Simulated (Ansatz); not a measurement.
System: L1₀ (CuAu-type) FePt. Method: r²SCAN+rVV10 in Ansatz (PAW).

Numerical settings: plane-wave cutoff 560 eV, 20×20×16 k mesh (along the axes of the cell as run), Fermi–Dirac smearing 0.05 eV, spin-polarised with parallel moments, scalar-relativistic PAW data made under PBE.

Computed points:

| V (Å³/atom) | E − E_lowest (meV/atom) |
|---|---|
| 13.204 | 16.87 |
| 13.479 | 4.05 |
| 13.754 | 0.00 |
| 14.029 | 3.75 |
| 14.304 | 14.43 |

Q: Fit the third-order Birch–Murnaghan equation and give B0 and B′.

A: V0 = 13.754 Å³/atom, B0 = 227 GPa, B′ = 4.9 (fit to the energies at full precision).

Shape and atoms are relaxed at each volume.

Measured, for comparison: bulk modulus 208 GPa (room temperature, not corrected to a static lattice; as tabulated in First-principles calculations on Fe-Pt nanoclusters of various morphologies). Computed (rounded) less measured: bulk modulus +9 %. A static lattice is as a rule a little smaller and stiffer than an uncorrected measurement, which narrows the difference in the bulk modulus and would widen misses of the other sign.

Note: the bulk modulus comes from volumes at which shape and atoms were relaxed.

Spin–orbit coupling is not included.

Static lattice: no zero-point or thermal effects.

Ansatz is a first-principles code.
